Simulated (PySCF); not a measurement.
PySCF 2.14.0, PBE0/def2-svp, df: Ge(Cl)2(OH)2 ([OH][Ge]([OH])([Cl])[Cl]), 7 atoms. The geometry is a generated start, not checked to be a minimum at this level.

```
Property                      Result
-------------------  ---------------
task                          energy
method                          pbe0
basis                       def2-svp
two-electron scheme  density fitting
mol.max_memory               3000 MB
mf.max_cycle                     100
mf.init_guess        minao (default)
mf.DIIS              CDIIS (default)
mf.diis_space            8 (default)
mf.conv_tol          1e-09 (default)
mf.grids.level           3 (default)
basis functions                  106
grid points                   106184
```

```xyz
7

O      0.4978    -1.1087    -0.9900
Ge     0.2652     0.2949     0.0133
O     -1.2207     0.1299     0.9153
Cl     0.1570     1.8911    -1.3233
Cl     1.7578     0.4140     1.4670
H      0.5828    -1.9561    -0.5524
H     -2.0400     0.3349     0.4700
```

One run each on 2 threads, 1 BLAS thread. Values of level_shift (Hartree) tried: 0 (default), 0.1, 0.3, 1.

Problem. How does the count of Fock builds change with level_shift (Hartree), and where is it least?

Solution. Fewest Fock builds, within one of each other: 0 (default) with 12, 0.1 with 12. The count rises to 25 at 1. All converge to one solution.

```json
[
 {"level_shift (Hartree)": "0 (default)", "Fock builds": "12", "end": "same solution"},
 {"level_shift (Hartree)": "0.1", "Fock builds": "12", "end": "same solution"},
 {"level_shift (Hartree)": "0.3", "Fock builds": "14", "end": "same solution"},
 {"level_shift (Hartree)": "1", "Fock builds": "25", "end": "same solution"}
]
```
